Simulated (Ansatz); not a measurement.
**Equilibrium volume per atom of β-phase GaSe (model structure) at several levels of theory**

No measured value is used here.

```
level (code)         value (Å³/atom)
-------------------  ---------------
LDA (Ansatz)                       ?
PBE (Ansatz)                   28.72
PBEsol (Ansatz)                24.88
PBE-D3(BJ) (Ansatz)            24.55
PBE-D4 (Ansatz)                    ?
rVV10 (Ansatz)                 25.75
```

Question: Fill in the missing entries.

Answer: 
- LDA (Ansatz, a first-principles code), value (Å³/atom): 23.47
- PBE-D4 (Ansatz), value (Å³/atom): 24.19

Ansatz's density-functional and Hartree–Fock values are scalar-relativistic unless marked +SOC, with PAW data made under PBE.

A model structure was made by putting elements into a prototype or built by hand; it is no filed structure, need not be a known phase, and can be a saddle point held by its symmetry.
